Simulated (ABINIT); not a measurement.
Input and output of a self-consistent single point for CsSbO3 (Pm-3m, 5 atoms in the cell) (ABINIT).

Computed with LDA (PW92), norm-conserving pseudopotentials (PseudoDojo nc-sr-04 LDA standard) (plane waves; ABINIT).

```yaml
crystal:
  lattice:
    - [4.21598, 0.00000, 0.00000]
    - [0.00000, 4.21598, 0.00000]
    - [0.00000, 0.00000, 4.21598]
  atoms:
    - { symbol: Cs, position: [0.00000, 0.00000, 0.00000] }
    - { symbol: Sb, position: [0.50000, 0.50000, 0.50000] }
    - { symbol: O, position: [0.50000, 0.50000, 0.00000] }
    - { symbol: O, position: [0.00000, 0.50000, 0.50000] }
    - { symbol: O, position: [0.50000, 0.00000, 0.50000] }
```

Reference input (self-consistent single point, DFT, PBEsol, plane waves, norm-conserving pseudopotentials (PseudoDojo nc-sr-04 PBEsol standard)): pseudos = [Cs.upf, Sb.upf, O.upf]; ecut = 84 Ry; occopt = 3; tsmear = 0.1 eV; ngkpt = 8 8 8; nshiftk = 1; shiftk = 0 0 0; potentials = PseudoDojo nc-sr-04 PBEsol standard; nband = 28; kptopt = 1; nstep = 80; tolvrs = 1e-11. This run's input differs from it in these lines:

```diff
@@ -1,2 +1,2 @@
-# CsSbO3, PseudoDojo nc-sr-04 PBEsol standard
+# CsSbO3, PseudoDojo nc-sr-04 LDA standard
 pp_dirpath "./"
```

Its files differ too (potentials: PseudoDojo nc-sr-04 PBEsol standard → PseudoDojo nc-sr-04 LDA standard).

Output (repeated stretches shortened):

```
--- !BeginCycle
solver: {iscf: 7, nstep: 80, nline: 4, wfoptalg: 0, }
tolerances: {tolvrs: 1.00E-11, }
...

     iter   Etot(hartree)      deltaE(h)  residm     vres2
 ETOT  1  -163.08936001853    -1.631E+02 3.901E-01 1.103E+03
 ETOT  2  -163.34299456493    -2.536E-01 1.987E-02 9.821E+02
 ETOT  3  -163.64797679453    -3.050E-01 2.003E-02 6.142E+01
 ETOT  4  -163.66456695800    -1.659E-02 6.098E-03 2.704E+00
 ETOT  5  -163.66517827310    -6.113E-04 2.423E-03 1.478E-01
   [... 4 lines left out ...]
 ETOT 10  -163.66522117803    -3.399E-10 5.452E-04 8.267E-07
 ETOT 11  -163.66522117833    -3.011E-10 4.738E-04 6.421E-09
 ETOT 12  -163.66522117833    -4.263E-13 2.463E-04 6.155E-11
 ETOT 13  -163.66522117834    -1.305E-11 2.133E-04 8.838E-12
 At SCF step   13       vres2   =  8.84E-12 < tolvrs=  1.00E-11 =>converged.

 Cartesian components of stress tensor (hartree/bohr^3)
  sigma(1 1)=  3.11369563E-04  sigma(3 2)=  0.00000000E+00
  sigma(2 2)=  3.11369563E-04  sigma(3 1)=  0.00000000E+00
  sigma(3 3)=  3.11369563E-04  sigma(2 1)=  0.00000000E+00

 ----iterations are completed or convergence reached----

 reduced coordinates (array xred) for    5 atoms
       0.000000000000      0.000000000000      0.000000000000
       0.500000000000      0.500000000000      0.500000000000
       0.500000000000      0.500000000000      0.000000000000
       0.000000000000      0.500000000000      0.500000000000
       0.500000000000      0.000000000000      0.500000000000
 cartesian forces (eV/Angstrom) at end:
    1     -0.00000000000000    -0.00000000000000    -0.00000000000000
   [... lines left out ...]
 Fermi (or HOMO) energy (eV) =   4.73727   Average Vxc (eV)= -11.54243
   [... lines left out ...]
total_energy        : -1.63665221178344E+02
total_energy_eV     : -4.45355715801572E+03
band_energy         : -1.11255585718750E+01
...

-Cartesian components of stress tensor (GPa)         [Pressure= -9.1608E+00 GPa]
- sigma(1 1)=  9.16080728E+00  sigma(3 2)=  0.00000000E+00
- sigma(2 2)=  9.16080728E+00  sigma(3 1)=  0.00000000E+00
- sigma(3 3)=  9.16080728E+00  sigma(2 1)=  0.00000000E+00

 Calculation completed.
```

The run converged in 13 iterations. Against the reference run the pressure goes from -6.11 to -9.16 GPa.

The starting cell comes from a database of computed structures (which also holds hypothetical and non-ambient phases and stackings), without a prior relaxation at this level. Its lattice was rescaled by a random factor within 2.5 % of one. With a pressure of about -9 GPa the cell is away from its equilibrium volume at this level. The run gives no clean gap (levels at the Fermi energy touch, overlap or are partly filled at this smearing), which alone does not show that the compound is a metal.

Cost on one core of a shared machine: roughly 3 min.
